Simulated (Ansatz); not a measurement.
How far PBE and r2SCAN part for GaN, biaxial strain +0.95 %, plane normal [001], relaxed out of plane

Base system: GaN in the wurtzite structure (space group P6_3mc, No. 186; a = 3.219 Å, c = 5.244 Å). Axes: x lies along a and z along c of the hexagonal cell.

(Cell as relaxed with PBE.)

Levels (all Ansatz, a quantum-chemistry and plane-wave program, PAW, earlier PAW set): PBE (420 eV, no SOC); r2SCAN (500 eV, scalar-relativistic without spin-orbit coupling).

Each level relaxes its own structure.

```tsv
base	PBE	r2SCAN
volume per atom	11.76 Å³	11.37 Å³
lattice parameter a	3.219 Å	3.183 Å
band gap	1.71 eV	2.35 eV
```

The change: tensile biaxial strain of 0.95 % in the plane normal to [001], as in epitaxy on a mismatched substrate; the out-of-plane cell vector and the atoms relax.

| quantity | PBE | r2SCAN |
|---|---|---|
| out-of-plane strain | -0.42 % | ___ |
| shortest interatomic distance | 1.978 Å | ___ |
| pressure (mean of the normal stresses, compression positive) | -2.44 GPa | ___ |

Q: Predict the r2SCAN column.

A: 
- out-of-plane strain, r2SCAN: -0.45 %
- shortest interatomic distance, r2SCAN: 1.956 Å
- pressure (mean of the normal stresses, compression positive), r2SCAN: -2.75 GPa

PBE's shortest interatomic distance lies 0.022 Å above r2SCAN's (1.1 %); PBE's pressure lies 0.31 GPa above r2SCAN's. Neither level is exact; r2SCAN is the comparison here, not a measurement.

Whether these cells are dynamically stable was not tested.
